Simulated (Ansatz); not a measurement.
MoS2, response to strain

Consider MoS$_{2}$ in the 3R-MoS2 type structure (space group R3m, No. 160; layered, stacked along the Cartesian z axis).

```
CELL_PARAMETERS angstrom
      1.55787     0.89944     5.78587
     -1.55787     0.89944     5.78587
      0.00000    -1.79888     5.78587
ATOMIC_POSITIONS crystal
  Mo 0.00004 0.00004 0.00004
  S  0.75646 0.75646 0.75646
  S  0.57680 0.57680 0.57680
```

Cartesian axes are those of the cell as printed.

Strains are applied to the cell and any free atomic positions relax.

Method: Kohn–Sham DFT with the PBEsol-D3(BJ) functional, run in Ansatz (a first-principles code) with PAW and 420 eV plane waves, scalar-relativistic without spin-orbit coupling, earlier PAW set.

Candidates:
(a) isotropic strain −4.11 %
(b) uniaxial strain ε_yy = +5.69 %
(c) uniaxial strain ε_zz = −0.20 %
(d) strain tensor (xx, yy, zz, yz, xz, xy) = (+0.14, −0.29, +0.18, +0.16, −0.78, +1.50) %

Notes on the quantities. energy relative to the base: free energy F.

### Question
Order them by energy relative to the base, lowest first.

### Answer
(c) uniaxial strain ε_zz = −0.20 % (0.0 meV/atom), (d) strain tensor (xx, yy, zz, yz, xz, xy) = (+0.14, −0.29, +0.18, +0.16, −0.78, +1.50) % (+4.7 meV/atom), (b) uniaxial strain ε_yy = +5.69 % (+38 meV/atom), (a) isotropic strain −4.11 % (+82 meV/atom)

No phonon test of stability was made.
